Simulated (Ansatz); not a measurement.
Al12W (Im-3, No. 204), treated with r²SCAN (Ansatz, a program for electronic structure, plane waves, PAW).

Numerical settings: plane-wave cutoff 560 eV, 10×10×10 k mesh, Fermi–Dirac smearing 0.05 eV, no spin polarisation, scalar-relativistic PAW data made under PBE.

Computed at the level's own relaxed cell.

**Question.** What does this level give for the volume per atom, bulk modulus B0, equilibrium lattice constant a and pressure derivative B′ of the bulk modulus?

**Answer.** 
- volume per atom = 16.48 Å³/atom
- bulk modulus B0 = 95.6 GPa
- equilibrium lattice constant a = 7.540 Å
- pressure derivative B′ of the bulk modulus = 5.3

The run finds no gap.

Spin–orbit coupling is not included.

Computed values are for the static lattice.
